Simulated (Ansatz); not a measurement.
Take LiNbO$_{3}$ (space group R3c, No. 161) as the base.

```
LiNbO3
1.0
    2.53373     1.46285     4.56243
   -2.53373     1.46285     4.56243
    0.00000    -2.92570     4.56243
Li Nb O
2 2 6
Cartesian
  0.00000   0.00000   3.84809
  0.00000   0.00000  10.69173
  0.00000   0.00000  13.65335
  0.00000   0.00000   6.80971
 -0.65928  -1.40893   5.42216
  1.54981   0.13351   5.42216
 -0.89053   1.27542   5.42216
 -1.64320  -0.18744   7.70337
  0.65928   1.51678   7.70337
  0.98393  -1.32934   7.70337
```

Cartesian axes are those of the cell as printed.

Method: Kohn–Sham DFT with the LDA functional, run in Ansatz (a program for electronic structure) with PAW and 420 eV plane waves, spin-orbit coupling left out.

Perturbation: every lattice vector is stretched by 0.75 %, atoms relaxed at fixed cell.

Question: Predict the stress tensor and what it implies for the stiffness.

Answer: Stress of the strained cell less that of the base (GPa, compression positive):
```
  -2.59    0.00    0.00
   0.00   -2.59    0.00
   0.00    0.00   -2.96
```

Then B = −ΔP/(ΔV/V₀) with ΔV/V₀ = 0.0227 gives secant stiffness values (nonlinear terms included at this strain): B (at held cell shape, above the free-shape value) ≈ 120 GPa.

Whether these cells are dynamically stable was not tested.
